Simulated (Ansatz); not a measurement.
**Defect calculation: Si on the Ga site in beta Ga2O3**

Computed with PBE, PAW (plane waves to 420 eV; Ansatz, a program for electronic structure). A supercell of 160 sites (1×4×2 repeats of a cell of 20 atoms) was used; the energies come from a Γ-point sampling of its zone. Site at the start: the Ga(1) site. Finite-size correction: monopole term and site-potential alignment. Dielectric constants: PBE linear response of the host. Host gap at this level: 2.00 eV. Zone-centre sampling of a cell this small can put levels off by half an eV or more. The semilocal functional narrows the gap, so deep levels can fall outside it. Spin–orbit coupling is left out. Each state is the lowest found from its start.

Formation energies E_f are given with the Fermi level at the valence-band maximum. Chemical conditions: Ga-rich (Δμ(Ga) = 0.00 eV, Δμ(Si) = -2.27 eV, bounded by alpha cristobalite; only phases computed here count, gases as isolated molecules at 0 K); O-rich (Δμ(Ga) = -4.56 eV, Δμ(Si) = -8.35 eV, bounded by alpha cristobalite; only phases computed here count, gases as isolated molecules at 0 K). Reference phases: Ga: alpha gallium, Si: silicon.

Charges with a result: +1, 0, −1. Others weren't obtained, and one of them could lie lower, also by skipping a charge.

| charge | moment (μB) | point group | largest move off a lattice site (Å) | image correction with alignment (eV) | E_f, Ga-rich (eV) | E_f, O-rich (eV) |
|---|---|---|---|---|---|---|
| +1 | not spin-polarised | Cs | 0.24 | 0.09 | -1.81 | -0.29 |
| 0* | quenched | – | 0.24 | – | – | – |
| −1* | not spin-polarised | Cs | 0.24 | – | – | – |

* At this level the carrier isn't localised at the defect: at charge 0 electrons occupy the conduction band; at charge −1 electrons occupy the conduction band. Such a state is shallow or no state of the defect, and this cell gives it no level.

Point groups are those of the whole cell at tolerances of 0.03 and 0.1 Å ("near" where only the looser one holds); none is given for unsettled states.

Starting moments that weren't kept: charge 0 began with 1 μB and ended with 0.0.

No other site or start that was run ended lower by more than 0.1 eV.

Flagged in the runs: a doubtful potential alignment, a host whose relaxation on this sampling wasn't shown to rest, a strain field that reaches the edge of the cell, zone-centre sampling.
